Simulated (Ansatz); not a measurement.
Phonon-limited transport in Ti2Ga (P6_3/mmc)

Data:

```
CELL_PARAMETERS angstrom
      4.47379     0.00000     0.00000
     -2.23690     3.87442     0.00000
      0.00000     0.00000     5.38721
ATOMIC_POSITIONS crystal
  Ti 0.66667 0.33333 0.25000
  Ti 0.33333 0.66667 0.75000
  Ti 0.00000 0.00000 0.00000
  Ti 0.00000 0.00000 0.50000
  Ga 0.66667 0.33333 0.75000
  Ga 0.33333 0.66667 0.25000
```

Computed with PBEsol, DFPT electron-phonon coupling, linearised Boltzmann equation (plane waves, PAW, scalar-relativistic; Ansatz, a first-principles code). Geometry: relaxed with this functional, without spin-orbit coupling.

resistivity at 300 K: 89 (x), 89 (y), 36 (z) μΩ·cm
resistivity at 77 K: 10.4 (x), 10.4 (y), 4.1 (z) μΩ·cm

A metal at this level (no band gap). Only scattering by harmonic phonons is included (no impurities, grain boundaries, electron-electron scattering or thermal expansion). Spin-orbit coupling is left out. Values near or above 100 μΩ·cm, or paths under about 2 nm, lie near resistivity saturation, where the Boltzmann equation overshoots. Halving the electron mesh (24x24x16) moves the resistivity by up to 10 % at 300 K. Smearing 0.20 eV; phonons on a 4x4x3 q mesh, which this run doesn't test and which matters most at low temperature.

Formula and space group known from diffraction (Crystallography Open Database), not checked to be the room-temperature form: Ti2Ga (P6_3/mmc).
